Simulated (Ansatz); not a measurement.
The reference is AlRu in the CsCl type structure (space group Pm-3m, No. 221; a = 2.983 Å; relaxed with 0.1 eV smearing). Axes: x, y, z lie along the cube axes.

The values are results of r2SCAN/PAW in Ansatz (an electronic-structure program), no SOC, not measurements.

Base values:

```
Quantity            Value
---------------  --------
Volume per atom  13.27 Å³
Pressure          0.0 GPa
```

Modification: biaxial strain +0.42 %, plane normal [111], relaxed out of plane (Cartesian); in-plane vectors clamped, the third vector and the atoms free.

Q: Predict the new volume per atom.

A: The volume per atom goes up by 0.08 Å³, from 13.27 Å³ to 13.35 Å³.

Q: What happens to the energy relative to the base?

A: The energy increases by 0.6 meV/atom.

Q: Predict the new pressure.

A: The pressure (mean of the normal stresses, compression positive) goes from zero to -1.2 GPa.

Whether these cells are dynamically stable was not tested. All final runs are without spin polarisation.
